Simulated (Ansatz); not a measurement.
The reference is YN in the rock salt structure (space group Fm-3m, No. 225; a = 4.896 Å). Axes: x, y, z lie along the cube axes.

Levels (all Ansatz, an electronic-structure program, PAW): r2SCAN (500 eV, scalar-relativistic without spin-orbit coupling); HSE06 (420 eV, spin-orbit coupling left out).

Its gap is 0.58 eV with r2SCAN and 1.10 eV with HSE06.

The change: strain tensor (xx, yy, zz, yz, xz, xy) = (−1.09, −0.53, +1.04, −0.66, −1.16, +1.78) %, atoms relaxed at fixed cell.

With r2SCAN the gap becomes 0.42 eV.

Q: If the HSE06 correction stayed the same, what would the HSE06 gap be, and what does the HSE06 run give?

A: A rigid correction of +0.52 eV gives 0.94 eV. The HSE06 run gives 0.94 eV, so the two effects roughly add.

Single points use the geometry relaxed with r2SCAN. The hybrid gap comes from the SCF mesh plus the semilocal run's edge points and a few special points and is an upper bound. No phonon test of stability was made.
